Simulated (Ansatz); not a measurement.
NbSi2 (model structure, started from the AlB2 type, P6/mmm, No. 191, 3 atoms in the cell), treated with PBEsol (PAW; Ansatz, an electronic-structure program).

Output (set-up and result lines):

```
Relaxation: its limit of steps is 80 (relax.max_steps)
Crystal: 3 atoms, lattice volume = 42.546 Å³
Basis set: ecut = 520 eV, 1125 PW (Γ), exchange–correlation on 72×72×40 points (8 copies of the dense FFT grid, shifted against one another)
Bands: 15, of which v1, the nominal top of the filled ones, is band 11 counted from 1 (10 counted from 0)
Symmetry: 24 space group operations
Space group: P6/mmm (ITA 191), of the structure as read, at distance tolerance 3.5e-5 Å
k-points: 259 of 3888
Functional: x = pbesol(κ = 0.804, μ = 0.12345679012345678), c = pbesol(β = 0.046)
SCF iter   1: F=—  HF=-5738.973734 eV  |F-HF|=—  |Δ(HF+E_count)|=         —  Δρ=5.24e-3  dr2=1.39e-2
SCF iter   2: F=—  HF=-5738.972522 eV  |F-HF|=—  |Δ(HF+E_count)|=   1.21e-3  Δρ=3.26e-3  dr2=6.95e-3
  ...
SCF 1 converged in 6 iterations: F = -5738.971259 eV  dr2 = 3.74e-9
Crystal: 3 atoms, lattice volume = 42.546 Å³
Initial density: handed on by an earlier stage of this run
SCF 2 converged in 6 iterations: F = -5738.971488 eV  dr2 = 5.58e-13
Crystal: 3 atoms, lattice volume = 42.546 Å³
SCF 3 converged in 6 iterations: F = -5738.971494 eV  dr2 = 2.22e-14
Crystal: 3 atoms, lattice volume = 42.546 Å³
SCF iter   7: F=-5738.971494 eV  HF=-5738.971494 eV  |F-HF|=9.09e-13  |Δ(HF+E_count)|=    0.00e0  Δρ=2.27e-9  dr2=1.29e-15
SCF iter   8: F=-5738.971494 eV  HF=-5738.971494 eV  |F-HF|=0.00e0  |Δ(HF+E_count)|=  9.09e-13  Δρ=1.00e-9  dr2=2.33e-16
SCF 4 converged in 8 iterations: F = -5738.971494 eV  dr2 = 2.33e-16
SCF converged after 8 iterations
Free energy (F): -5738.971494 eV
Internal energy: -5738.958266 eV  (E = F + TS)
E sigma→0 (E₀):  -5738.964880 eV
Fermi energy:    15.326148 eV
--- Forces (eV/Å), atoms counted from 1 ---
  atom   1  Nb     0.00000000     0.00000000     0.00000000
  atom   2  Si    -0.00000000     0.00000000     0.00000000
  atom   3  Si     0.00000000    -0.00000000     0.00000000
--- Stress (GPa, compression-positive) ---
        3.403287      -0.000000       0.000000
       -0.000000       3.403287       0.000000
        0.000000       0.000000       3.406931
  P = ⅓ Tr σ = 3.4045 GPa (34.045 kbar)
```

Q: Write an input file that could have produced this run (the log leaves some choices open).

A: Several could match; the one computed here: 
Ansatz 0.2 input:
```yaml
crystal:
  lattice:
    - [4.3370035439, 0.0, 0.0]
    - [-2.168501772, 3.7559552453, 0.0]
    - [0.0, 0.0, 2.611843411]
  atoms:
    - { symbol: Nb, position: [0.0, 0.0, 0.0] }
    - { symbol: Si, position: [0.3333333333, 0.6666666667, 0.5] }
    - { symbol: Si, position: [0.6666666667, 0.3333333333, 0.5] }
basis:
  ecutwfc: 520
  ecutrho_ratio: 4
  xc_grid: 2
kpoints:
  mp_grid: { grid: [18, 18, 12] }
hamiltonian:
  xc: pbesol
  dispersion: none
  pseudopotentials: { kind: paw }
scf:
  occupations: { method: fermi_dirac, width: 0.05 }
output:
  forces: true
  stress: true
  eigenvalues: true
relax:
  f_tol: 0.004
  escape_saddle: false
  max_steps: 80
  cell: { stress_tol: 0.02, fix: [volume] }
```

The cell is one volume of an energy–volume scan, off the minimum.

The PAW data were made under PBE.

Note: the run has no spin polarisation, so it can have missed a magnetic state. Note: the relaxation could raise the start's symmetry but not lower it, so the cell can be a saddle point.

Computing time: very roughly 30 core-seconds.

A model structure was made by putting elements into a prototype or built by hand; it is no filed structure, need not be a known phase, and can be a saddle point held by its symmetry.
